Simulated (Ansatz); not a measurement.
## Hypothetical rock salt MoP: uniaxial strain ε_xx = −2.80 %

The parent structure is MoP in the rock salt structure (space group Fm-3m, No. 225; a = 4.901 Å; a hypothetical phase, not in the database extracts checked). Axes: x, y, z lie along the cube axes.

Perturbation: the cell is compressed by 2.80 % along x with no lateral relaxation; the atoms relax in the strained cell.

All numbers come from plane-wave PAW DFT at the PBEsol level (Ansatz, a quantum-chemistry and plane-wave program, 420 eV), no spin-orbit coupling. k-mesh 16×16×16 (Γ-centred); smearing 0.05 eV (Fermi–Dirac).

```csv
quantity,base,changed,shift
volume per atom,14.71 Å³,14.30 Å³,-0.41 Å³
space group,Fm-3m (No. 225),I4/mmm (No. 139),–
shortest interatomic distance,245.0 pm,238.2 pm,-6.86 pm
energy relative to the base (free energy F),0 meV/atom,+19 meV/atom,+19 meV/atom
band gap,zero,zero,–
"stress (xx, yy, zz, yz, xz, xy; compression positive) (rough)",–,"(15.2, 2.3, 2.3, 0.0, 0.0, 0.0) GPa",–
```

Final structure:

```
CELL_PARAMETERS angstrom
      0.00000     2.45042     2.45042
      2.38181     0.00000     2.45042
      2.38181     2.45042     0.00000
ATOMIC_POSITIONS crystal
  P  0.00000 0.00000 0.00000
  Mo 0.50000 0.50000 0.50000
```

Cost of the whole job for the changed cell (relaxation, final SCF and bands): around 14 core-seconds (rough).

Without a gap, meshes like the base's 16×16×16 leave anisotropic stresses uncertain by several tenths of a GPa, and small strain energies with them. Whether these cells are dynamically stable was not tested. The final runs are not spin-polarised. An odd electron count without spin: MoP. MoP has a high density of states at the Fermi level and may be magnetic at this level.
